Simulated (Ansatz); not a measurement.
**CO on the 1x1 (0001) surface of hcp Ru, one in a 2x2 cell, started at the site 'bridge Ru-Ru (span 2.7 Å)'**

Level of theory: r2SCAN, at the PBE geometry (plane waves to 500 eV, PAW; Ansatz, a first-principles code).

Set-up: 18 atoms, 6.3 Å thick at the start under the adsorbate (thin: gaps and levels are the slab's own); mesh 6x6x1; 0.1 eV smearing; dipole correction on; single point; on the structure that PBE left under its start's symmetry; no spin, no spin-orbit, no U, no dispersion correction. At the end it is bonded to 3 Ru. In PBE it is, or lies within 0.03 eV of, the lowest of the starts that converged; the order may differ at this level.

```
Property                                                                                                                                          Value
--------------------------------------------------------------------------------------  ---------------------------------------------------------------
adsorption energy against CO(g) at the same level                                                                                              -1.97 eV
work function of the top face                                                                                                                   6.26 eV
change of the work function                                                                                                                     1.26 eV
change of the step from the bottom to the top vacuum level, against the clean slab                                                              1.26 eV
height of the binding atom over the mean of the host atoms within 0.3 Å of the top one                                                          1.402 Å
nearest host atoms of the binding atom                                                                         Ru at 2.12 Å, Ru at 2.12 Å, Ru at 2.12 Å
note                                                                                    in the relaxation the adsorbate left its starting site by 0.8 Å
cost                                                                                                                        very roughly 4 core-minutes
```

A negative adsorption energy means that the adsorbate is more stable on the surface than in its reference.
